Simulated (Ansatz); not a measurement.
# Response to strain in CdS

Consider CdS in the zinc blende structure (space group F-43m, No. 216; a = 5.878 Å).

Strains are applied to the cell and any free atomic positions relax.

Calculations: Kohn–Sham DFT with the r2SCAN functional, run in Ansatz (a quantum-chemistry and plane-wave program) with PAW and 500 eV plane waves, without spin-orbit coupling.

```tsv
variant	electron mass	width of the top valence band	volume per atom
base	0.15 mₑ (at Γ)	2.16 eV	25.38 Å³
isotropic strain −3.00 %	0.16 mₑ (at Γ)	2.50 eV	23.17 Å³
isotropic strain −2.50 %	0.16 mₑ (at Γ)	2.44 eV	23.53 Å³
isotropic strain −2.00 %	0.16 mₑ (at Γ)	2.38 eV	23.89 Å³
isotropic strain −1.50 %	0.16 mₑ (at Γ)	2.33 eV	24.26 Å³
isotropic strain −1.00 %	0.16 mₑ (at Γ)	2.27 eV	24.63 Å³
isotropic strain −0.50 %	0.15 mₑ (at Γ)	2.22 eV	25.00 Å³
```

The levels and masses belong to the bands next to the band gap. Masses are band curvatures over ±0.01 Å⁻¹ around the edge. Stability against distortions was not tested.
